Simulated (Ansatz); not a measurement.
## SiNi2 (Pnma, No. 62)

Computed with PBEsol (plane waves, PAW; Ansatz, an electronic-structure program).

Settings: plane-wave cutoff 500 eV, 8×10×6 k mesh (along the axes of the cell as run), Fermi–Dirac smearing 0.05 eV, no spin polarisation, scalar-relativistic PAW data made under PBE.

Cell (relaxed at this level):

```yaml
crystal:
  lattice:
    - [4.91535, 0.00000, 0.00000]
    - [0.00000, 3.69832, 0.00000]
    - [0.00000, 0.00000, 7.00798]
  atoms:
    - { symbol: Si, position: [0.29174, 0.25000, 0.61341] }
    - { symbol: Si, position: [0.70826, 0.75000, 0.38659] }
    - { symbol: Si, position: [0.20826, 0.75000, 0.11341] }
    - { symbol: Si, position: [0.79174, 0.25000, 0.88659] }
    - { symbol: Ni, position: [0.45777, 0.25000, 0.29251] }
    - { symbol: Ni, position: [0.54223, 0.75000, 0.70749] }
    - { symbol: Ni, position: [0.04223, 0.75000, 0.79251] }
    - { symbol: Ni, position: [0.95777, 0.25000, 0.20749] }
    - { symbol: Ni, position: [0.32853, 0.25000, 0.93972] }
    - { symbol: Ni, position: [0.67147, 0.75000, 0.06028] }
    - { symbol: Ni, position: [0.17147, 0.75000, 0.43972] }
    - { symbol: Ni, position: [0.82853, 0.25000, 0.56028] }
```

| Item | Value |
|---|---|
| band gap | none |

Computed values are for the static lattice.
